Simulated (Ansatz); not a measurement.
Functionals compared on the (111) surface of fluorite-type CoSi2 in its 1x1 cell (cut with top plane Si, bottom plane Si), outermost plane spacing 1.55 Å in the ideal cut (one of several cuts of this face), with 2 Si a cell over the bulk's ratio, in Ansatz (plane waves, PAW). The structure was relaxed with PBE; the other rows are single points on it. Cutoff 420 eV (500 eV for r2SCAN).

Model: 11-atom slab, Co3Si8, 10.8 Å thick at the start, 11x11x1 mesh, Fermi-Dirac 0.1 eV, dipole correction, all atoms relaxed; start symmetry kept, larger cells not searched; no spin (magnetic order not tried), no spin-orbit, no U. These notes are the PBE run's.

| functional | work function of the top face (eV) | rough cost of the single point |
|---|---|---|
| PBE | 5.48 | – |
| LDA | … | about 18 core-seconds (a rough figure) |
| PBEsol | 5.51 | around 17 core-seconds (rough) |
| RPBE | 5.42 | roughly 19 core-seconds |
| r2SCAN | 5.66 | very roughly 40 core-seconds |

Problem. Some entries are withheld; supply them.

Solution. 
- LDA, work function of the top face (eV): 5.62

Ansatz is a quantum-chemistry and plane-wave program.
